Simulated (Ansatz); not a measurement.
For Zr (model structure, started from the diamond type, Fd-3m, No. 227, 2 atoms in the cell), LDA (Ansatz, an electronic-structure program, plane waves, PAW) gives:

```
Property                   Result
-------------------  ------------
lattice parameter a       6.050 Å
bulk modulus B0          39.8 GPa
cohesive energy      5.03 eV/atom
```

What does r²SCAN (plane waves, PAW; Ansatz) give for the same quantities?


- lattice constant a: 6.186 Å (increases by 2.2 %)
- bulk modulus: 37.0 GPa (drops by 7.0 %)
- cohesive energy: 3.09 eV/atom (drops by 1.94 eV/atom)

Changes are worked out from the printed values.

Unless a cell is named, each level is at its own relaxed cell (LDA 27.68, r²SCAN 29.59 Å³/atom).

Caveats: the bulk modulus is −V dP/dV from two relaxed cells at ±2 % in volume (LDA, r²SCAN). Ansatz's density-functional and Hartree–Fock values are scalar-relativistic unless marked +SOC, with PAW data made under PBE.

A model structure was made by putting elements into a prototype or built by hand; it is no filed structure, need not be a known phase, and can be a saddle point held by its symmetry.
